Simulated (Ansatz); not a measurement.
## wurtzite ZnO (P6_3mc) under biaxial stress in the basal plane: levels of theory

```
ZnO
1.0
    3.22991     0.00000     0.00000
   -1.61495     2.79718     0.00000
    0.00000     0.00000     5.21468
Zn O
2 2
Direct
  0.33333   0.66667   0.99805
  0.66667   0.33333   0.49805
  0.33333   0.66667   0.37695
  0.66667   0.33333   0.87695
```

Geometry: cell and atoms relaxed with PBEsol, then loaded (compression positive). Ansatz (a program for electronic structure) gave the bands at 2 levels on these cells. SOC is spin-orbit coupling.

```json
[
 {"Level": "PBE+SOC", "gap at -8.80 GPa (eV)": "0.814", "gap unloaded (eV)": "0.791", "gap at 6.60 GPa (eV)": "0.744"},
 {"Level": "r2SCAN+SOC", "gap at -8.80 GPa (eV)": "1.242", "gap unloaded (eV)": "1.220", "gap at 6.60 GPa (eV)": "1.181"}
]
```

Q: Which carries over between levels, the gap or its change?

A: Loaded minus unloaded: PBE+SOC 0.023 and -0.047 eV; r2SCAN+SOC 0.022 and -0.039 eV. The unloaded gaps spread over 0.429 eV and the shifts over 0.008 eV, so the levels agree better on the shift. Adding the shifts of PBE+SOC to the unloaded gap of r2SCAN+SOC gives 1.243 and 1.173 eV, against 1.242 and 1.181 eV computed.

 Gaps are resolved to about 0.01 eV; the mean electron masses of the levels agree within half at each load. Every relaxation keeps the wurtzite phase, so a transition, a distortion that breaks the symmetry or fracture can't show.
